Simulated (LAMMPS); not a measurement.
MD of Ni (fcc) at zero pressure, 4000 atoms, as a crystal; each row is its own run.

Computed with classical MD, pair style eam, the elements' _u3.eam files (universal-3 set of Foiles, Baskes and Daw) (LAMMPS).

| T (K) | enthalpy (eV/atom) |
|---|---|
| 200 | -4.3979 |
| 300 | -4.3714 |
| 1040 | -4.1666 |
| 1300 | -4.0894 |
| 1560 | -4.0079 |
| 1810 | -3.9235 |
| 2070 | -3.8188 |

**Question.** Fit a straight line, y = a + b x, to these rows (x is the first column, y the second) and predict the run at x = 780.

**Answer.** Least squares gives a = -4.4685 and b = 0.0003024. At x = 780 the fit predicts -4.2326 eV/atom. The run itself gave -4.2407 ± 0.0002 eV/atom, so the fit is 8.1 meV/atom high.

Caution (rows 1810; 2070): this crystal lies over the melting point of about 1710 K that EAM-type universal-3 set of Foiles, Baskes and Daw gives, so it is superheated.
